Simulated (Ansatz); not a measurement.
MgO (Fm-3m), Ansatz (a first-principles code) with r2SCAN, rigid bands: Condition of this run: hydrostatic pressure 2 GPa (the target of the relaxation). band gap 5.80 eV, N_c = 5.89e18 cm⁻³ and N_v = 2.85e20 cm⁻³ at 300 K, conductivity masses of 0.377 mₑ (electrons) and 2.27 mₑ (holes). Take k_BT = 0.02585 eV.

Q: Find the intrinsic carrier density and the intrinsic Fermi level.

A: n_i = √(N_c N_v) exp(−E_g/2k_BT) = 4.10e19 × exp(−112.18) = 7.8e-30 cm⁻³. The level lies (k_BT/2) ln(N_v/N_c) = 50 meV from mid-gap (positive towards the conduction band). Each 0.1 eV added to the gap lowers n_i by a factor of 6.9.

Q: A film of it is 3 nm thick. Estimate the confinement energies in an infinite well.

A: ħ²π²/(2m t²) = 0.376 eV·nm²/(m/mₑ × t²) gives 111 meV for electrons and 18.4 meV for holes, so the gap would widen to about 5.93 eV. Finite barriers and nonparabolic bands lower this, and with several valleys or bands the heaviest mass along the normal sets the lowest level, not this average.

Q: What thermal injection velocity √(2k_BT/πm) limits a ballistic channel?

A: 8.76e6 cm/s for electrons and 3.57e6 cm/s for holes, a ratio of √(m_h/m_e) = 2.45, for dilute carriers.

Rigid, parabolic bands with the computed gap; masses take one relaxation time for all states. Spin-orbit coupling is left out.
